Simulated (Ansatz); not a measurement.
Consider interstitial H in zinc-blende GaN, charge state -1. Calculation: PBE, PAW (plane waves to 420 eV; Ansatz, a program for electronic structure).

Settings: 64 host sites, the relaxed PBE lattice, one k-point at (0.250, 0.250, 0.250), smearing 0.01 eV, spin-restricted, no image-charge correction. No zero-point or tunnelling terms. The host's phase is taken as given; its stability against other phases was not computed. The charge state is imposed; whether it is stable for some Fermi level was not computed. Sites that were not tried may lie lower.

Barriers: single points on a 2×2×2 k-point mesh shifted by half a step at the bands' geometries.

The step: a concerted move, in which H travels most. Atoms about the jump, Cartesian Å from the middle of the jump, before and after:

```tsv
atom	x0	y0	z0	x1	y1	z1
H1	-0.37	0.00	0.37	0.37	0.00	-0.37
N2	0.19	0.59	-0.26	-0.26	0.59	0.19
Ga3	1.17	-0.78	-1.26	1.35	-1.04	-1.45
Ga4	-1.45	-1.04	1.35	-1.26	-0.78	1.17
N5	-0.04	-1.96	2.28	-0.04	-1.91	2.23
N6	2.23	-1.91	-0.04	2.28	-1.96	-0.04
N7	-0.04	-1.90	-2.31	-0.04	-1.97	-2.37
N8	-2.37	-1.97	-0.04	-2.31	-1.90	-0.04
Ga9	1.18	1.59	1.11	1.11	1.59	1.18
Ga10	-1.19	1.57	-1.25	-1.25	1.57	-1.19
Ga11	1.09	-3.05	1.09	1.09	-3.05	1.09
Ga12	-1.17	-3.05	-1.18	-1.18	-3.05	-1.17
```

Q: Give the saddle-point geometry and the barrier.

A: 
```
atom      x      y      z
----  -----  -----  -----
H1    -0.04  -0.60  -0.04
N2    -0.04   0.44  -0.04
Ga3    1.29  -0.84  -1.38
Ga4   -1.37  -0.84   1.28
N5    -0.05  -1.89   2.24
N6     2.25  -1.89  -0.06
N7    -0.03  -1.89  -2.33
N8    -2.33  -1.89  -0.03
Ga9    1.14   1.52   1.13
Ga10  -1.22   1.51  -1.22
Ga11   1.08  -3.03   1.08
Ga12  -1.17  -3.03  -1.17
```
It lies 0.25 eV above the start and 0.25 eV above the end. The saddle point's order was not checked, and it lies on a symmetry element of the cell, where a band can be held.
